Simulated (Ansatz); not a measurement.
What Hf → Zr does to HfO2

Take HfO₂ (space group Pca2_1, No. 29; a = 5.247 Å, b = 5.031 Å, c = 5.060 Å) as the base.

It is then changed as follows: every Hf is replaced by Zr, then cell and atoms are relaxed.

All numbers come from Ansatz (a program for electronic structure), r2SCAN, PAW, cutoff 500 eV, scalar-relativistic without spin-orbit coupling, earlier PAW set. Settings: 5×5×5 k-points, 0.05 eV Fermi–Dirac smearing.

* **Volume per atom**: 11.39 Å³ (base 11.13 Å³)
* **Space group**: Pca2_1 (No. 29) (base Pca2_1 (No. 29))
* **Shortest interatomic distance**: 2.037 Å (base 2.031 Å)
* **Band gap**: 4.41 eV (base 4.97 eV)
* **Gap character**: indirect, Γ → Y (base indirect, Γ → k = (0.200, 0.400, 0.400) in the run's primitive reciprocal basis)
* **Smallest direct gap**: 4.53 eV (base 5.17 eV)
* **Width of the top valence band**: 0.83 eV (base 0.83 eV)
* **Valence-band top at Γ (three highest levels, from the VBM)**: 0.00, -0.12, -0.26 eV (base 0.00, -0.06, -0.18 eV)

Final structure:

```yaml
crystal:
  lattice:
    - [5.28694, 0.00000, 0.00000]
    - [0.00000, 5.07221, 0.00000]
    - [0.00000, 0.00000, 5.09780]
  atoms:
    - { symbol: Zr, position: [0.03047, 0.26640, 0.24885] }
    - { symbol: Zr, position: [0.96953, 0.73360, 0.74885] }
    - { symbol: Zr, position: [0.53047, 0.73360, 0.24885] }
    - { symbol: Zr, position: [0.46953, 0.26640, 0.74885] }
    - { symbol: O, position: [0.36579, 0.06757, 0.10700] }
    - { symbol: O, position: [0.63421, 0.93243, 0.60700] }
    - { symbol: O, position: [0.86579, 0.93243, 0.10700] }
    - { symbol: O, position: [0.13421, 0.06757, 0.60700] }
    - { symbol: O, position: [0.22910, 0.53621, 0.00016] }
    - { symbol: O, position: [0.77090, 0.46379, 0.50016] }
    - { symbol: O, position: [0.72910, 0.46379, 0.00016] }
    - { symbol: O, position: [0.27090, 0.53621, 0.50016] }
```

Spin-orbit coupling, missing from the scalar runs, can matter with Hf. Whether these cells are dynamically stable was not tested. This is not the structure that ZrO2 has at room temperature and ambient pressure. This is not the structure that HfO2 has at room temperature and ambient pressure.
